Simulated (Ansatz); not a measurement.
The starting structures come from a database of crystals and need not be the phases stable at ambient conditions.

 Where the default PAW files enter, the runs use the earlier of Ansatz's two default sets.

Consider the following.

```
LiTaO3
1.0
    4.65478     0.00000     0.00000
    0.00000     5.01490     0.00000
    0.00000     0.00000     8.65788
Li Ta O
4 4 12
Direct
  0.00000   0.50000   0.00000
  0.50000   0.00000   0.00000
  0.50000   0.00000   0.50000
  0.00000   0.50000   0.50000
  0.44176   0.44892   0.25000
  0.55824   0.55108   0.75000
  0.94176   0.05108   0.75000
  0.05824   0.94892   0.25000
  0.69853   0.12030   0.25000
  0.30147   0.87970   0.75000
  0.19853   0.37970   0.75000
  0.80147   0.62030   0.25000
  0.21101   0.20684   0.10592
  0.78899   0.79316   0.89408
  0.71101   0.29316   0.89408
  0.28899   0.70684   0.10592
  0.28899   0.70684   0.39408
  0.71101   0.29316   0.60592
  0.78899   0.79316   0.60592
  0.21101   0.20684   0.39408
```

Space group of this cell: Pnma. The cell is strained (all lengths scaled by 0.98); by PBEsol its mean pressure is 6.6 GPa.

Transport runs along the normal of the first two printed cell vectors.

No gap correction and no spin-orbit coupling; mid-gap values are interpolated between computed energies.

Problem. Estimate the band gap and the smallest decay constant κ at mid-gap that Ansatz (a first-principles code) with PBEsol returns for this system.

Solution. Gap 2.63 eV on a 8×6×4 mesh; κ = 0.345 1/Å, at the zone centre.
